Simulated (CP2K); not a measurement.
Band structure of GaPPt₅ (P4/mmm, 7 atoms in the cell).

```yaml
crystal:
  lattice:
    - [3.84868, 0.00000, 0.00000]
    - [0.00000, 3.84868, 0.00000]
    - [0.00000, 0.00000, 6.76343]
  atoms:
    - { symbol: Ga, position: [0.50000, 0.50000, 0.00000] }
    - { symbol: P, position: [0.00000, 0.00000, 0.50000] }
    - { symbol: Pt, position: [0.00000, 0.50000, 0.28992] }
    - { symbol: Pt, position: [0.00000, 0.50000, 0.71008] }
    - { symbol: Pt, position: [0.50000, 0.00000, 0.28992] }
    - { symbol: Pt, position: [0.50000, 0.00000, 0.71008] }
    - { symbol: Pt, position: [0.00000, 0.00000, 0.00000] }
```

Computed with PBEsol, GPW, DZVP-MOLOPT-SR-GTH basis, GTH-PBE potentials (GTH_POTENTIALS) in CP2K 2026.2.

Settings: CUTOFF = 600 Ry; REL_CUTOFF = 50 Ry; SMEAR/METHOD = GAUSSIAN; SIGMA = 0.1 eV; KPOINTS/SCHEME = MONKHORST-PACK 7 7 4; GAMMA_CENTERED = T; XC_FUNCTIONAL = PBE:PBESOL; Ga/BASIS_SET = DZVP-MOLOPT-SR-GTH; Ga/POTENTIAL = GTH-PBE-q13; P/BASIS_SET = DZVP-MOLOPT-SR-GTH; P/POTENTIAL = GTH-PBE-q5; Pt/BASIS_SET = DZVP-MOLOPT-SR-GTH; Pt/POTENTIAL = GTH-PBE-q18; METHOD = GPW.

The starting cell comes from a database of computed structures (which also holds hypothetical and non-ambient phases and stackings), without a prior relaxation at this level. Its lattice was rescaled by a random factor within 2.5 % of one. Spin-orbit coupling is off. Spin polarisation is off. Values carry the incompleteness of an atom-centred basis. The potentials were made for another functional than the one used.

Levels in eV from the Fermi level, bands 51 to 56:
```tsv
point	51	52	53	54	55	56
Γ	-1.40	-1.35	-1.35	0.08	0.12	1.51
X	-2.44	-1.65	-1.44	-1.01	-0.04	0.46
M	-1.83	-1.65	-1.21	-0.54	-0.54	-0.23
Z	-0.33	0.08	0.12	0.31	1.36	1.36
R	-2.43	-2.03	-1.91	-0.92	1.17	2.10
A	-2.29	-1.68	-1.05	-0.54	0.63	0.63
```

Bands cross the Fermi level along this path, so the cell is metallic at this level.

Higher empty bands are left out: an atom-centred basis made for the valence describes them poorly.
